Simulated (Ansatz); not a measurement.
AlB2-type ZrB₂ was calculated with r²SCAN (PAW; Ansatz, a first-principles code).

Settings: plane-wave cutoff 560 eV, 24×24×16 k mesh (along the axes of the cell as run), Fermi–Dirac smearing 0.05 eV, scalar-relativistic PAW data made under PBE.

Computed points:

| V (Å³/atom) | E − E_lowest (meV/atom) | P (GPa) |
|---|---|---|
| 9.873 | 13.27 | 10.70 |
| 10.079 | 3.20 | 5.08 |
| 10.285 | 0.00 | -0.01 |
| 10.490 | 3.02 | -4.62 |
| 10.696 | 11.68 | -8.80 |

Q: Estimate the bulk modulus from the pressures at 10.079 and 10.490 Å³/atom, and compare it with a fit to all energies.

A: B = −V dP/dV. Between V = 10.079 and 10.490 Å³/atom, dP/dV = (-4.62 − (5.08))/(10.490 − 10.079) = -23.6 GPa per Å³/atom; at the midpoint 10.285 Å³/atom this gives B ≈ 243 GPa. The third-order Birch–Murnaghan fit gives V0 = 10.284 Å³/atom, B0 = 242 GPa, B′ = 3.9, which lies within 1 % of that estimate.

Shape and atoms are relaxed at each volume.

Note: the bulk modulus comes from volumes at which shape and atoms were relaxed.

Computed values are for the static lattice.

Computing time: around 8 core-minutes (rough).
